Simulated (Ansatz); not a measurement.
Start from GaN in the wurtzite structure (space group P6_3mc, No. 186; a = 3.152 Å, c = 5.138 Å). Axes: x lies along a and z along c of the hexagonal cell.

Level of theory: LDA/PAW in Ansatz (an electronic-structure program), no SOC.

Strains are applied to the cell and any free atomic positions relax.

One change was made to it. Results:

| quantity | base | after |
|---|---|---|
| band gap | 2.13 eV | 2.23 eV |
| shortest interatomic distance | 1.927 Å | 1.921 Å |
| valence-band top at Γ (three highest levels, from the VBM) | 0.00, 0.00, -0.05 eV | 0.00, -0.02, -0.02 eV |

Problem. What was done to the base?
A) uniaxial strain ε_zz = −0.60 %
B) uniaxial strain ε_zz = −1.20 %
C) uniaxial strain ε_zz = −2.40 %

Solution. B, uniaxial strain ε_zz = −1.20 %. For comparison, the band gap in the other runs: uniaxial strain ε_zz = −0.60 % gives 2.19 eV; uniaxial strain ε_zz = −2.40 % gives 2.28 eV.

No phonon test of stability was made.
